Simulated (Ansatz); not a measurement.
Band structure of IrRh3 (Pm-3m, 4 atoms in the cell).

```xyz
4
Lattice="3.8171 0.0000 0.0000 0.0000 3.8171 0.0000 0.0000 0.0000 3.8171" Properties=species:S:1:pos:R:3 pbc="T T T"
Ir     0.0000     0.0000     0.0000
Rh     0.0000     1.9085     1.9085
Rh     1.9085     0.0000     1.9085
Rh     1.9085     1.9085     0.0000
```

Method: LDA (PW92), PAW files made with PBE (plane waves; Ansatz, a quantum-chemistry and plane-wave program).

Settings: basis.ecutwfc = 420 eV; kpoints.mp_grid.grid = 6 6 6; hamiltonian.xc = lda; hamiltonian.pseudopotentials = {kind: paw} (the program's default PAW files); scf.occupations.method = fermi_dirac; scf.occupations.width = 0.1 eV; kpoints.band_path.npoints = 8.

The starting cell comes from a database of computed structures (which also holds hypothetical and non-ambient phases and stackings), without a prior relaxation at this level. Spin-orbit coupling is off. Spin polarisation is off.

Levels in eV from the Fermi level, bands 31 to 38:
```csv
point,31,32,33,34,35,36,37,38
Γ,0.80,0.86,0.86,0.86,1.40,1.40,1.40,2.85
X,-1.45,-1.45,-1.36,-1.22,-0.38,-0.07,0.87,1.39
M,-2.01,-1.88,-1.30,-1.20,-1.02,-1.02,2.71,2.81
R,0.30,0.45,0.45,0.45,0.55,0.80,0.80,0.83
```

Bands cross the Fermi level along this path, so the cell is metallic at this level.

Keys are those of Ansatz 0.2.
